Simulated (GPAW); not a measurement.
GPAW run on Mg6TiZn (Amm2, 8 atoms in the cell): self-consistent single point.

Computed with LDA (Perdew-Wang 92), GPAW PAW datasets LDA (gpaw-data 1.0.1) (plane waves; GPAW).

```xyz
8
Lattice="4.8891 0.0000 0.0000 0.0000 3.1254 5.4227 0.0000 -3.1254 5.4227" Properties=species:S:1:pos:R:3 pbc="T T T"
Mg     0.0000     1.5177     6.3637
Mg     0.0000    -1.5177     6.3637
Mg     0.0000     0.0000     3.6094
Mg     2.4446     1.6099     4.5242
Mg     2.4446    -1.6099     4.5242
Mg     2.4446     0.0000     1.7978
Ti     2.4446     0.0000     7.3103
Zn     0.0000     0.0000     8.8886
```
Moments meant for the start (each program seeds them in its own way; μB, in the order of the atoms Mg Mg Mg Mg Mg Mg Ti Zn): 0.0 0.0 0.0 0.0 0.0 0.0 1.0 0.0.

Reference input (self-consistent single point, DFT LDA (Perdew-Wang 92), plane waves, GPAW PAW datasets LDA (gpaw-data 1.0.1)): spinpol = true; mode = pw; ecut = 800 eV; xc = LDA; kpts = 4 4 4; mesh shift (steps) = 0 0 0; occupations.name = methfessel-paxton; occupations.width = 0.136 eV; occupations.order = 0; nbands = -12; convergence.density = 1e-05 e/electron; convergence.energy = 1e-05 eV/electron. This run's input differs from it in these lines:

```diff
@@ -24,3 +24,3 @@
             kpts={'size': (4, 4, 4), 'gamma': True},
-            occupations={'name': 'methfessel-paxton', 'width': 0.136, 'order': 0},
+            occupations={'name': 'methfessel-paxton', 'width': 0.1, 'order': 0},
             nbands=-12,
```

Output, abridged:

```
     iter     time        total  log10-change:  magmom
                         energy   eigst   dens
iter:   1 --:--:--   -20.541809                   +1.0058
iter:   2 --:--:--   -20.365539   -0.58  -1.43    +1.0380
iter:   3 --:--:--   -20.261590   -1.61  -1.54    +1.0006
iter:   4 --:--:--   -20.080265   -1.36  -1.58    +0.9414
iter:   5 --:--:--   -20.144969   -2.11  -1.92    +0.9613
iter:   6 --:--:--   -20.027820   -2.08  -2.05    +0.9935
iter:   7 --:--:--   -20.034408   -2.82  -2.40    +1.0370
iter:   8 --:--:--   -20.015038   -3.12  -2.53    +1.0575
iter:   9 --:--:--   -20.014587   -3.99  -3.01    +1.0486
   [... lines left out ...]
iter:  17 --:--:--   -20.013757c  -5.79  -3.97    +0.9818
iter:  18 --:--:--   -20.013755c  -5.79  -4.07    +0.9833
iter:  19 --:--:--   -20.013762c  -6.79  -4.17    +0.9862
iter:  20 --:--:--   -20.013769c  -6.66  -4.21    +0.9882
iter:  21 --:--:--   -20.013767c  -7.59c -4.38    +0.9877
iter:  22 --:--:--   -20.013767c  -8.20c -4.42    +0.9878
iter:  23 --:--:--   -20.013770c  -7.31  -4.44    +0.9879
iter:  24 --:--:--   -20.013768c  -7.44c -4.75    +0.9878
iter:  25 --:--:--   -20.013771c  -8.14c -4.91    +0.9882
iter:  26 --:--:--   -20.013772c  -8.74c -4.97    +0.9889
iter:  27 --:--:--   -20.013773c  -7.73c -5.02c   +0.9897
Converged after 27 iterations.

Dipole moment: (0.000000, -0.000000, -1.382434) |e|*Ang

Total magnetic moment: (0.000000, 0.000000, 0.989651)
Local magnetic moments:
   0 Mg ( 0.000000,  0.000000,  0.001725)
   1 Mg ( 0.000000,  0.000000,  0.001725)
   2 Mg ( 0.000000,  0.000000, -0.000063)
   3 Mg ( 0.000000,  0.000000,  0.001728)
   4 Mg ( 0.000000,  0.000000,  0.001728)
   5 Mg ( 0.000000,  0.000000,  0.002417)
   6 Ti ( 0.000000,  0.000000,  0.591911)
   7 Zn ( 0.000000,  0.000000, -0.001201)

Energy contributions relative to reference atoms: (reference = -104525.230864)

Kinetic:        -13.520083
Potential:      +22.671118
External:        +0.000000
XC:             -28.593986
Entropy (-ST):   -0.026890
Local:           -0.557378
SIC:             +0.000000
--------------------------
Free energy:    -20.027218
   [... lines left out ...]
Fermi level: 4.14174
No gap
   [... lines left out ...]
  2 Mg    0.00000    0.00000   -0.03600
  3 Mg   -0.00000    0.01888   -0.03418
  4 Mg    0.00000   -0.01888   -0.03418
  5 Mg    0.00000    0.00000    0.04865
  6 Ti    0.00000    0.00000    0.15196
  7 Zn    0.00000    0.00000   -0.17366

Stress tensor:
     0.025939     0.000000     0.000000
     0.000000     0.017919     0.000000
     0.000000     0.000000     0.018246
Stress (GPa, Voigt): [4.1559 2.871  2.9233 0.     0.     0.    ]
```

The run converged in 27 iterations. GPAW prints stress with tension positive. Against the reference run the free energy goes up by 1.5 meV/atom, the pressure stays at -3.32 GPa, the largest force moves little (0.175 to 0.174 eV/Å) and the size of the net moment stays at 0.12 μB/atom.

The starting cell comes from a database of computed structures (which also holds hypothetical and non-ambient phases and stackings), without a prior relaxation at this level. With one magnetic atom in the cell only a parallel order is possible. With a pressure of about -3 GPa the cell is away from its equilibrium volume at this level.

Cost on one core of a shared machine: roughly 9 min.
